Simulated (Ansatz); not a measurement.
Take C in the graphite type structure (space group P6_3/mmc, No. 194; a = 2.458 Å, c = 6.565 Å; layered, stacked along the Cartesian z axis) as the base. Axes: x lies along a and z along c of the hexagonal cell.

Computed with PBEsol-D3(BJ) (Ansatz, a first-principles code; PAW; 420 eV plane waves; no SOC), earlier PAW set.

Base values:

| Item | Result |
|---|---|
| Pressure | 0.0 GPa |
| Shortest interatomic distance | 1.419 Å |

Modification: biaxial strain −0.76 %, plane normal [001], relaxed out of plane (Cartesian); in-plane vectors clamped, the third vector and the atoms free.

### Question
Predict the new pressure.

### Answer
The pressure (mean of the normal stresses, compression positive) goes from zero to 7.1 GPa.

### Question
How does this affect the shortest interatomic distance?

### Answer
The shortest interatomic distance drops by 0.011 Å to 1.408 Å.

The mesh was chosen for an insulator and is coarse for the gapless case. No phonon test of stability was made.
